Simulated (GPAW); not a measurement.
Band structure of BaMgVO3 (Cm, 6 atoms in the cell).

```
CELL_PARAMETERS angstrom
      2.84941    -2.83472     0.00000
      2.84941     2.83472     0.00000
     -2.14750     0.00000     5.24492
ATOMIC_POSITIONS crystal
  Ba 0.87790 0.87790 0.04801
  Mg 0.18936 0.18936 0.65507
  V  0.58320 0.58320 0.42256
  O  0.12025 0.63893 0.53844
  O  0.63893 0.12025 0.53844
  O  0.34034 0.34034 0.03082
```
Moments meant for the start (each program seeds them in its own way; μB, in the order of the atoms Ba Mg V O O O): 0.0 0.0 2.0 0.0 0.0 0.0.

Method: PBEsol, GPAW PAW datasets PBEsol (made by gpaw-setup) (plane waves; GPAW).

Settings: spinpol = true; mode = pw; ecut = 950 eV; xc = PBEsol; kpts = 4 4 3; mesh shift (steps) = 0 0 0; occupations.name = methfessel-paxton; occupations.width = 0.272 eV; occupations.order = 0; nbands = -10; convergence.density = 1e-05 e/electron; symmetry.symmorphic = false; symmetry.tolerance = 0.0005; maxiter = 100.

The starting cell comes from a database of computed structures (which also holds hypothetical and non-ambient phases and stackings), without a prior relaxation at this level. With one magnetic atom in the cell only a parallel order is possible.

Levels in eV from the Fermi level, bands 24 to 30 of the first spin channel:
| point | 24 | 25 | 26 | 27 | 28 | 29 | 30 |
|---|---|---|---|---|---|---|---|
| Γ | -3.82 | -1.20 | -0.45 | -0.36 | 0.17 | 1.09 | 1.27 |
| Y | -3.69 | -0.78 | -0.40 | -0.30 | 0.06 | 1.65 | 2.43 |
| F | -3.63 | -0.82 | -0.46 | -0.29 | 0.11 | 1.93 | 2.12 |
| L | -3.45 | -0.80 | -0.68 | -0.20 | 0.07 | 1.46 | 2.58 |
| Z | -3.81 | -1.18 | -0.67 | -0.46 | 0.68 | 0.71 | 1.60 |
| H | -3.73 | -0.72 | -0.37 | -0.31 | 0.00 | 1.50 | 2.59 |
| Y1 | -3.69 | -0.78 | -0.40 | -0.30 | 0.06 | 1.65 | 2.43 |
| X | -3.51 | -0.77 | -0.44 | -0.32 | 0.08 | 1.33 | 2.73 |

No band crosses the Fermi level by more than 0.03 eV along this path.

The net moment of the cell came out as 3.00 μB.
